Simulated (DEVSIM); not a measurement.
Device: illuminated Si n-on-p cell, one wavelength, with a back-surface field, at 400 K.

Layer 1 from the left is Si, thickness (μm) 0.780, Nd (cm⁻³) 8.3e17, τn (s) 3.1e-6, τp (s) 6.8e-7, absorption coefficient (cm⁻¹) 210. Layer 2 from the left is Si, thickness (μm) 93.0, Na (cm⁻³) 2.2e17, τn (s) 7.1e-6, τp (s) 7.1e-6, absorption coefficient (cm⁻¹) 210. Layer 3 from the left is Si, thickness (μm) 0.220, Na (cm⁻³) 7.2e18, τn (s) 7.1e-6, τp (s) 7.1e-6, absorption coefficient (cm⁻¹) 210.

Left contact: ohmic, minority hole recombination velocity 1e5 cm/s. Right contact: ohmic, minority electron recombination velocity 1e5 cm/s. Voltage is applied to the left contact. Recombination: SRH at mid-gap, radiative, Auger. Gap narrowing is on: ΔEg = 6.92 meV × (l + √(l² + 0.5)), l = ln(N/1.3e17 cm⁻³), shared equally by both band edges. Light enters at the left, 2e18 photons cm⁻² s⁻¹, one pass, no reflection. Mobility is constant in doping.

This is a model device: material constants are rounded textbook-type values typed into the input, and sizes, dopings and lifetimes were drawn at random. Values at 300 K; Nc and Nv go as T^1.5, mobilities as T to minus their exponent, the gap by Varshni's rule with the affinity fixed.

Si: gap (eV) 1.124, affinity (eV) 4.05, permittivity 11.7, Nc (cm⁻³) 2.86e19, Nv (cm⁻³) 3.1e19, μn (cm²/Vs) 1417, μp (cm²/Vs) 470, T exponent of μn 2.3, T exponent of μp 2.2, B (cm³/s) 4.7e-15, Cn (cm⁶/s) 2.8e-31, Cp (cm⁶/s) 9.9e-32, Varshni α (eV/K) 0.000473, Varshni β (K) 636.

Simulated with DEVSIM: 1D drift-diffusion, Boltzmann statistics, complete ionisation; no tunnelling, impact ionisation, image-force lowering or self-heating.

Dark forward current:

```csv
|V| (V),|J| (A/cm²)
0.05,2.672e-6
0.10,1.391e-5
0.15,6.151e-5
0.20,0.0002639
0.25,0.001125
0.30,0.004795
0.35,0.02042
0.40,0.08690
0.45,0.3676
0.50,1.520
0.55,5.791
0.60,18.09
0.65,43.10
0.70,82.66
0.75,138.0
0.80,210.7
0.85,302.1
0.90,413.6
0.95,546.0
1.00,700.1
1.05,876.5
1.10,1076
1.15,1298
1.20,1544
1.25,1814
1.30,2108
```

**Question.** Work out the local ideality factor n = ΔV / (kT/q · ln(J2/J1)) between the rows 0.15 and 0.20 V, 1.25 and 1.30 V.

**Answer.** kT/q = 34.47 mV. From 0.15 to 0.20 V: ln(0.0002639/6.151e-5) = 1.456, n = 1.00, near the 1 of diffusion or emission over a barrier. From 1.25 to 1.30 V: ln(2108/1814) = 0.150, n = 9.66.

**Question.** What current could the absorbed light give at most, and what share is collected?

**Answer.** Σ αd = 1.97, so qΦ(1 − exp(−Σ αd)) = 276 mA/cm². The simulated short-circuit current is 191.6 mA/cm², a share of 0.69.

**Question.** Estimate the open-circuit voltage by superposition: the voltage at which the dark current equals that short-circuit current.

**Answer.** Interpolating ln J in the table gives 0.427 V. The simulation gives 0.427 V, the same within the digits that matter. Superposition holds where collection doesn't change with voltage.

**Question.** Estimate the fill factor from FF0 = (v − ln(v + 0.72))/(v + 1), v = qVoc/(nkT), with n from the dark curve.

**Answer.** The rows about Voc, 0.40 and 0.45 V, give n = 1.01, so v = 12.3 and FF0 = 0.732. The simulation gives 0.732, the same within the digits that matter.
